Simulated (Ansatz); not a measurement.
The starting structures come from a database of crystals and need not be the phases stable at ambient conditions.

```xyz
20
Lattice="5.8602 0.0000 0.0000 0.0000 9.9535 0.0000 0.0000 -3.2993 4.6855" Properties=species:S:1:pos:R:3 pbc="T T T"
Sr     0.2606    -0.0283     3.5517
Sr     5.5996     6.6825     1.1338
Sr     3.1907     1.7057     1.1338
Sr     2.6695     4.9484     3.5517
Cd     0.0000     3.3271     2.3427
Cd     2.9301    -1.6497     2.3427
W      2.9301     1.6774     4.6855
W      0.0000     0.0000     0.0000
O      4.5033     4.0563     0.6324
O      1.3569     2.5979     4.0531
O      1.5732    -2.3789     4.0531
O      4.2871     9.0330     0.6324
O      1.8361     3.8227     1.0854
O      4.0242     2.8314     3.6000
O      4.7662    -2.1453     3.6000
O      1.0940     8.7995     1.0854
O      5.6987     1.2459     1.4567
O      0.1615     5.4083     3.2288
O      2.7686     0.4316     3.2288
O      3.0916     6.2226     1.4567
```

Space group of this cell: P2_1/c. The cell is taken as given; by PBEsol its mean pressure is -1.6 GPa.

Transport runs along the normal of the first two printed cell vectors.

No gap correction and no spin-orbit coupling; mid-gap values are interpolated between computed energies.

### Question
Predict the band gap and the smallest decay constant κ at mid-gap from PBEsol (Ansatz, an electronic-structure program).

### Answer
Gap 3.19 eV on a 6×4×6 mesh; κ = 0.365 1/Å, at the zone centre.
